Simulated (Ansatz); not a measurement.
**Ag, pressure series**

Take Ag in the fcc (Cu type) structure (space group Fm-3m, No. 225) as the base.

```
Ag
1.0
    0.00000     2.07459     2.07459
    2.07459     0.00000     2.07459
    2.07459     2.07459     0.00000
Ag
1
Direct
  0.00000   0.00000   0.00000
```

Cell and atoms are relaxed at each pressure.

The values are results of Ansatz (a first-principles code), PBE, PAW, cutoff 420 eV, scalar-relativistic without spin-orbit coupling, earlier PAW set, not measurements.

Notes on the quantities. enthalpy: H = E + PV relative to the base's energy.

```csv
variant,enthalpy,volume per atom
base,–,17.86 Å³
pressure −2 GPa,-0.23 eV/atom,18.29 Å³
pressure −1 GPa,-0.11 eV/atom,18.06 Å³
pressure 0.9 GPa,+0.10 eV/atom,17.69 Å³
pressure 2.1 GPa,+0.23 eV/atom,17.47 Å³
pressure 4.5 GPa,+0.49 eV/atom,17.09 Å³
pressure 9 GPa,+0.96 eV/atom,___
pressure 15 GPa,+1.57 eV/atom,___
pressure 22.5 GPa,+2.29 eV/atom,15.25 Å³
pressure 30 GPa,+3.00 eV/atom,14.75 Å³
```

**Question.** Some entries are withheld; estimate them.

**Answer.** 
- pressure 9 GPa, volume per atom: 16.49 Å³
- pressure 15 GPa, volume per atom: 15.86 Å³

Load acts through the strain it causes; cell and atoms are relaxed under it. Stability against distortions was not tested. Competing high-pressure phases were not computed.
